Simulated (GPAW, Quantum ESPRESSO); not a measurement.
A Quantum ESPRESSO input for a self-consistent single point of Tl (P6_3/mmc, 2 atoms in the cell) (DFT, PBE, plane waves, PSlibrary PAW (PBE) pseudopotentials):

```fortran
&control
    calculation = 'scf'
    prefix = 'run'
    outdir = './tmp/'
    pseudo_dir = './'
    tprnfor = .true.
    tstress = .true.
/
&system
    ibrav = 4
    celldm(1) = 6.7292990286
    celldm(3) = 1.614529742947
    nat = 2
    ntyp = 1
    ecutwfc = 50
    ecutrho = 300
    occupations = 'smearing'
    smearing = 'gauss'
    degauss = 0.019992
/
&electrons
    conv_thr = 1.0e-11
/
ATOMIC_SPECIES
Tl   204.3800  Tl.pbe-dn-kjpaw_psl.1.0.0.UPF
ATOMIC_POSITIONS alat
Tl    0.0000000000    0.5773502692    0.4036324357
Tl    0.5000000000    0.2886751346    1.2108973072
K_POINTS automatic
7 7 4  0 0 0
```

Task: Write the same calculation as an input for GPAW.

Result: This is the input that was run; spellings and numerical settings could be chosen otherwise.

```python
from ase import Atoms
from ase.units import GPa
from gpaw import GPAW

atoms = Atoms(['Tl', 'Tl'],
              cell=[[3.560992, 0.000000, 0.000000],
                    [-1.780496, 3.083909, 0.000000],
                    [0.000000, 0.000000, 5.749327]],
              scaled_positions=[[0.333333, 0.666667, 0.250000],
                                [0.666667, 0.333333, 0.750000]],
              pbc=True)

calc = GPAW(mode={'name': 'pw', 'ecut': 550},
            xc='PBE',
            kpts={'size': (7, 7, 4), 'gamma': True},
            occupations={'name': 'methfessel-paxton', 'width': 0.272, 'order': 0},
            nbands=-8,
            convergence={'forces': 0.001},
            symmetry={'symmorphic': False, 'tolerance': 0.0005},
            maxiter=100)

atoms.calc = calc

energy = atoms.get_potential_energy()
print('Energy (eV):', round(energy, 6))
forces = atoms.get_forces()
print('Forces (eV/Ang):')
print(forces.round(5))
stress = atoms.get_stress()
print('Stress (GPa, Voigt):', (stress / GPa).round(4))
```

Basis settings and potentials, where a program has them, do not carry over. This input uses DFT PBE, plane waves, GPAW PAW datasets PBE (gpaw-data 1.0.1). Both were run: pressure -0.40 GPa in Quantum ESPRESSO and -0.34 in GPAW.

On Quantum ESPRESSO: the starting cell comes from a database of computed structures (which also holds hypothetical and non-ambient phases and stackings), without a prior relaxation at this level. Its lattice was rescaled by a random factor within 2.5 % of one.

On GPAW: the starting cell comes from a database of computed structures (which also holds hypothetical and non-ambient phases and stackings), without a prior relaxation at this level. Its lattice was rescaled by a random factor within 2.5 % of one.
